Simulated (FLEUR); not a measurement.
Worked example: self-consistent single point of VOs (Pm-3m, 2 atoms in the cell) in FLEUR.

Method of the run: LDA (Perdew-Zunger), all-electron FLAPW (FLEUR), scalar-relativistic valence run with FLEUR.

```yaml
crystal:
  lattice:
    - [2.94266, 0.00000, 0.00000]
    - [0.00000, 2.94266, 0.00000]
    - [0.00000, 0.00000, 2.94266]
  atoms:
    - { symbol: V, position: [0.00000, 0.00000, 0.00000], spin: 2.0 }
    - { symbol: Os, position: [0.50000, 0.50000, 0.50000] }
```
(The spins are starting values, not results.)

Reference input (self-consistent single point, DFT, PBEsol, all-electron FLAPW (FLEUR), scalar-relativistic valence): Kmax = 3.5 1/bohr; GmaxXC = 12.2 1/bohr; xcFunctional = PBEs; jspins = 2; l_soc = F; mode = hist; fermiSmearingEnergy = 0.00367493 Htr; mesh (inpgen div1-3) = 9 9 9; inpgen gamma flag = false; Gmax = 12.2 1/bohr; numbands = 0; maxIterBroyd = 15. This run's input differs from it in these lines:

```diff
@@ -14,3 +14,3 @@
 &comp jspins=2 /
-&exco xctyp='PBEs' /
+&exco xctyp='pz' /
 &kpt div1=9 div2=9 div3=9 /
@@ -27,3 +27,3 @@
       <coreElectrons ctail="T" frcor="F" kcrel="0" coretail_lmax="0"/>
-      <xcFunctional name="PBEs" relativisticCorrections="F"/>
+      <xcFunctional name="pz" relativisticCorrections="F"/>
       <magnetism jspins="2"/>
```

Output, abridged:

```
 Iteration:     1   Distance:      18.49658590 me/bohr^3
 Iteration:     2   Distance:      17.52487744 me/bohr^3
 Iteration:     3   Distance:       9.02628269 me/bohr^3
 Iteration:     4   Distance:       7.64988683 me/bohr^3
 Iteration:     5   Distance:       7.59049139 me/bohr^3
   [... 19 lines left out ...]
 Iteration:    25   Distance:       0.00011770 me/bohr^3
 Iteration:    26   Distance:       0.00022422 me/bohr^3
 Iteration:    27   Distance:       0.00002853 me/bohr^3
 Iteration:    28   Distance:       0.00000441 me/bohr^3
 Run finished successfully
 Stop message:
   Structural relaxation: Done

[file out, last iteration]
             iter=     29
[...]
          total density-effective poten   -3.1685258736E+04
          total charge density-energy d   -3.7484473032E+02
 Updated energy parameters for spin:           1
 Updated energy parameters for spin:           2
[...]
 fermi energy and band-weighting factors:

[...]
FERMIE:
          first approx. to ef    (T=0)  :   0.610530 htr   (energy of the highest occ. eigenvalue)
          number of occ. states  (T=0)  :        948
          first approx. to seigv (T=0)  :  -8.753519 htr
          sum of weights of occ. states :  27.004115
          sum of semicore charge        :   0.000000 e
FERHIS:  Fermi-Energy by histogram:
          bandgap                     :   0.001033 htr
   [... lines left out ...]
          charge neutrality (T=0)     :   0.004115    (zero if the highest occ. eigenvalue is "entirely" occupied)
     EF_NEWTON:  Adjust Fermi-Energy by Newton-Method.
 Direct bandgap for spin            1 :    3.5902271509031802E-003  Htr
 Direct bandgap for spin            2 :    3.5902278238993945E-003  Htr
 ---->    free energy=                    -18219.5805119898 htr
   [... lines left out ...]
 ***** TOTAL FORCES ON ATOMS *****
 TOTAL FORCE FOR ATOM TYPE=  1  X=  0.000   Y=  0.000   Z=  0.000
                       FX_TOT= 0.000000 FY_TOT= 0.000000 FZ_TOT= 0.000000
 TOTAL FORCE FOR ATOM TYPE=  2  X=  2.780   Y=  2.780   Z=  2.780
                       FX_TOT= 0.000000 FY_TOT= 0.000000 FZ_TOT= 0.000000
 Structural relaxation: Done
```

The run converged in 28 iterations. FLEUR gives forces in its relaxation mode, with a further iteration, so its stop message speaks of a relaxation. 

The starting cell comes from a database of computed structures (which also holds hypothetical and non-ambient phases and stackings), without a prior relaxation at this level. Its lattice was rescaled by a random factor within 2.5 % of one. Spin-orbit coupling is off. The starting moments vanished: the run ended non-magnetic, which need not be the lowest state. Values depend on the basis (sphere radii, cutoffs, local orbitals), which need not be converged. The log's line on a gap gives a spacing of levels on this mesh, which the program prints for metals too.

Cost on one core of a shared machine: roughly 50 s.
